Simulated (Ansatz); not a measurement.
The starting structures come from a database of crystals and need not be the phases stable at ambient conditions.

By PBEsol, the system below comes out a metal.

A figure of merit of an interconnect metal is its ballistic conductance per area.

Here is the system:

```
Mo
1.0
    2.79810     0.00000     0.00000
   -0.93270     2.63808     0.00000
    0.93270     1.31904     2.23985
Mo
1
Direct
  0.00000   0.00000   0.00000
```

The cell is strained (lengths across the current scaled by 1.02, ions clamped); by PBEsol it stands under a pressure of -18.0 GPa.

The current flows along the normal of the first two printed cell vectors. No spin-orbit coupling; the value is a mean over 0.1 eV about the Fermi level.

Task: Estimate the ballistic conductance per area that PBEsol in Ansatz (a quantum-chemistry and plane-wave program) returns for this system.

Result: 1.1 × 10¹⁵ S/m² for both spins.
